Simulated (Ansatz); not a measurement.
Start from IrO$_{2}$ in the rutile structure (space group P4_2/mnm, No. 136; a = 4.472 Å, c = 3.154 Å).

Calculations: PBEsol (Ansatz, a program for electronic structure), no spin-orbit coupling, earlier PAW set.

One change was made to it. Results:

```json
[
 {"quantity": "shortest interatomic distance", "base": "1.953 Å", "after": "1.930 Å"},
 {"quantity": "c/a ratio", "base": "0.705", "after": "0.711"}
]
```

Problem. Which of these changes matches the shifts?
A. pressure 3 GPa
B. pressure 1.5 GPa
C. pressure 10 GPa
D. pressure 0.3 GPa
E. pressure −1 GPa

Solution. C, pressure 10 GPa. For comparison, the shortest interatomic distance in the other runs: pressure 3 GPa gives 1.945 Å; pressure 1.5 GPa gives 1.949 Å; pressure 0.3 GPa gives 1.952 Å; pressure −1 GPa gives 1.955 Å.

Load acts through the strain it causes; cell and atoms are relaxed under it. Stability against distortions was not tested. Competing high-pressure phases were not computed. No Hubbard U is applied, and correlation can decide whether such a compound is a metal. The final runs are not spin-polarised.
